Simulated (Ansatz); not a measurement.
Spacing of the highest filled and lowest empty level at the zone centre in eight small model glasses of hand-chosen composition and density, fast-quenched (anions pushed apart in CHGNet runs), each at its PBE geometry, by PBE and by r2SCAN (Ansatz, a quantum-chemistry and plane-wave program, plane waves, PAW). The cells are the first eight to finish that balance their formal charges, show no moments and no lower geometry on charging where those were tested, and have a gap at both levels; defect levels can set the spacings.

```json
[
 {"cell": "Hf18O41P2", "quench by": "CHGNet", "pressure (GPa)": "0.0", "levels at the gap": "localised at the filled edge", "PBE (eV)": "4.08", "experiment, tabulated (eV)": "-"},
 {"cell": "Al28O43Ca", "quench by": "CHGNet", "pressure (GPa)": "0.1", "levels at the gap": "localised at the filled edge", "PBE (eV)": "3.45", "experiment, tabulated (eV)": "-"},
 {"cell": "Si24O51Sc2", "quench by": "CHGNet", "pressure (GPa)": "0.0", "levels at the gap": "localised at both edges", "PBE (eV)": "4.33", "experiment, tabulated (eV)": "-"},
 {"cell": "Hf18O37K2", "quench by": "CHGNet", "pressure (GPa)": "4.1", "levels at the gap": "localised at the filled edge", "PBE (eV)": "3.80", "experiment, tabulated (eV)": "-"},
 {"cell": "Si24O50Zr", "quench by": "CHGNet", "pressure (GPa)": "0.0", "levels at the gap": "localised at the filled edge", "PBE (eV)": "4.00", "experiment, tabulated (eV)": "-"},
 {"cell": "In24O37Li2", "quench by": "CHGNet", "pressure (GPa)": "1.4", "levels at the gap": "localised at the filled edge", "PBE (eV)": "0.49", "experiment, tabulated (eV)": "-"},
 {"cell": "Si30N44Zr3", "quench by": "CHGNet", "pressure (GPa)": "3.8", "levels at the gap": "localised at both edges", "PBE (eV)": "1.61", "experiment, tabulated (eV)": "-"},
 {"cell": "In24O37Ca", "quench by": "CHGNet", "pressure (GPa)": "-0.2", "levels at the gap": "localised at the filled edge", "PBE (eV)": "0.53", "experiment, tabulated (eV)": "-"}
]
```

What does r2SCAN give, and how does it move these values against PBE?

Hf18O41P2 4.56, Al28O43Ca 4.08, Si24O51Sc2 4.93, Hf18O37K2 4.26, Si24O50Zr 4.63, In24O37Li2 0.95, Si30N44Zr3 1.98, In24O37Ca 0.94 eV. It raises them by +0.37 to +0.64 eV, +0.51 eV on average. A straight line through the eight gives r2SCAN = 1.04 × PBE +0.39 eV, with a scatter of 0.07 eV.
